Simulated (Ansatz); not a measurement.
SnTe: energy against strain

SnTe (rock salt, Fm-3m, 32.304 Å³/atom at rest) under an equal strain ε in the (001) plane with the normal axis free, as in a coherent film. r2SCAN in Ansatz, a plane-wave DFT program (PAW, default set), 500 eV, 13×13×13 Γ-centred mesh, Fermi-Dirac smearing 0.05 eV; ions are relaxed within the symmetry of each cell.

Here s stands for strain and y for E less E0.

| strain (%) | E less E0 (meV/atom) |
|---|---|
| -3.00 | ? |
| -1.50 | 6.22 |
| -1.00 | 2.72 |
| -0.50 | 0.67 |
| 0.00 | 0.00 |
| 0.50 | 0.63 |
| 1.00 | 2.50 |
| 1.50 | 5.53 |

### Question
Using a parabola, estimate the missing y at s = -3.00 from the other rows, showing the fit.

### Answer
Least squares gives y = -0.002 - 0.1821·s + 2.6119·s². Residuals (row less fit): 0.072, -0.072, -0.072, 0.002, 0.070, 0.072, -0.072; standard error 0.088 (degrees of freedom: 4). Twice the quadratic coefficient over the volume, 2 × 2.6119 meV × 10⁴ × 0.1602 / 32.304 Å³, is twice the biaxial elastic modulus of this plane = 259 ± 4 GPa. At the withheld row, y = -0.002 - 0.1821 × (-3.0) + 2.6119 × (-3.0)² = 24.051 meV/atom. The calculation gives 26.22 meV/atom, 2.169 meV/atom above the prediction (8.3 % of the range of y in the table). The row lies outside the fitted rows, so this is an extrapolation. From the scatter of the fitted rows alone, a prediction at this place has a standard error of 0.336 meV/atom, so the miss is 6.5 times that.

One order more, fitted to all 13 runs of the series, follows each within 0.02, so the miss is the next term of a smooth law. This level leaves no gap over 0.05 eV at strain -3.00, -1.50, where the mesh may be coarse. SnTe stands in this structure, which distorts at low temperature. Rows are the converged runs of the series near zero and its far end; series whose fitted rows scatter by over a few per cent of the range, as at a crossing or softening among them, aren't shown in this form. Most that stay on the fit to the last digits aren't either.
